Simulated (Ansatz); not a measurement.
Ansatz (a quantum-chemistry and plane-wave program) run on ZnCu2SnS4 (P1, 8 atoms in the cell): self-consistent single point.

Level of theory: PBEsol, PAW files made with PBE (plane waves; Ansatz).

```
ZnCu2SnS4
1.0
   -2.70514     2.70514     5.41121
    2.70514    -2.70514     5.41121
    2.70514     2.70514    -5.41121
Zn Cu Sn S
1 2 1 4
Cartesian
  0.06380   2.74775   2.71539
 -0.02422   0.02180  -0.05617
  2.71830   0.04407   2.70382
  0.02911  -0.03437   5.40964
  1.29036   1.30333   1.38590
  1.20099   4.08865  -1.38470
  1.44247   1.34623   6.80927
  1.39463  -1.40203   4.06168
```

Reference input (self-consistent single point, DFT, PBEsol, plane waves, PAW files made with PBE): basis.ecutwfc = 420 eV; kpoints.mp_grid.grid = 4 4 5; hamiltonian.xc = pbesol; hamiltonian.pseudopotentials = {kind: paw} (an earlier, softer set of the program's PAW files); scf.occupations.method = cold; scf.occupations.width = 0.136 eV. This run's input differs from it in these lines:

Ansatz 0.2 input:
```diff
@@ -16,2 +16,3 @@
   ecutwfc: 420.0
+  ecutrho_ratio: 2
 kpoints:
```

Output (repeated stretches shortened):

```
SCF iter   1: F=—  HF=-25951.912696 eV  |F-HF|=—  |Δ(HF+E_count)|=         —  Δρ=4.30e-2  dr2=2.06e0  ethr=3.10e-3  ⟨swp⟩=8.2  Hψ=9919  notcnv=0
all-band conjugate gradients solve this SCF's bands
preconditioner: auto → Resta (q_TF=auto, 2.474 Å⁻¹)
SCF iter   2: F=—  HF=-25951.763334 eV  |F-HF|=—  |Δ(HF+E_count)|=   2.54e-1  S|Δr|=   2.65e-1  Δρ=2.06e-2  dr2=6.52e-1  ethr=2.34e-3  ⟨swp⟩=2.1  Hψ=3887  notcnv=0  defer=148
   [... lines left out ...]
SCF iter  17: F=—  HF=-25951.613658 eV  |F-HF|=—  |Δ(HF+E_count)|=   6.59e-8  S|Δr|=   2.36e-8  Δρ=1.66e-5  dr2=2.83e-7  ethr=4.98e-11  ⟨swp⟩=3.0  Hψ=4876  notcnv=0
SCF iter  18: F=—  HF=-25951.613658 eV  |F-HF|=—  |Δ(HF+E_count)|=   3.72e-8  S|Δr|=   4.56e-9  Δρ=1.83e-5  dr2=3.41e-7  ethr=4.98e-11  ⟨swp⟩=2.3  Hψ=3952  notcnv=0
SCF iter  19: F=-25951.613658 eV  HF=-25951.613658 eV  |F-HF|=5.56e-8  |Δ(HF+E_count)|=   3.85e-8  S|Δr|=  4.87e-10  Δρ=7.01e-6  dr2=5.34e-8  ethr=4.98e-11  ⟨swp⟩=6.0  Hψ=9409  notcnv=0
SCF 1 converged in 19 iterations: F = -25951.613658 eV  dr2 = 5.34e-8
Stability not checked (fill_not_monotonic)
Free energy (F): -25951.613658 eV
F+E_penalty+E_count: -25951.613658 eV  (lagrangian_ev)
Internal energy: -25951.613658 eV  (E = F + TS)
E sigma→0 (E₀):  -25951.613658 eV
Fermi energy:    8.153784 eV
Smearing:        width narrowed from 0.1360 eV (input) to 0.0301 eV after iteration 12, whose occupations did not sum to the number of electrons (Fermi level …
--- Forces (eV/Å), atoms counted from 1 ---
  atom   1  Zn    -0.43140497    -0.53100336     0.17152087
   [... lines left out ...]
        0.101745       1.268622      -0.031320
  P = ⅓ Tr σ = -0.1058 GPa (-1.058 kbar)
  The stress holds the Pulay correction, which leaves out the density cutoff's part. Without it, at fixed plane waves, as pw.x and ABINIT print it …
settings of this run that can trade accuracy for cost: basis.ecutrho_ratio < 4. Do not mix this run's numbers with those of runs without the same settings …
```

The run converged in 19 iterations. Against the reference run the free energy goes down by 11.4 meV/atom, the pressure goes from -0.66 to -0.11 GPa, the largest force stays at 1.121 eV/Å and the gap on the mesh stays at 0.213 eV. The full log also holds: “WARN basis.ecutrho_ratio = 2 (ecutrho = 840 eV) is below the records' recommended cutoff”.

The starting cell comes from a database of computed structures (which also holds hypothetical and non-ambient phases and stackings), without a prior relaxation at this level. Its atoms were displaced at random from the sites of space group no. 82. Spin polarisation is off. Forces in this geometry exceed 1 eV/Å. Ansatz's pressure includes its estimate of the finite-basis (Pulay) stress. The cutoff lies below the one recommended for these files.

Cost on one core of a shared machine: roughly 90 s.
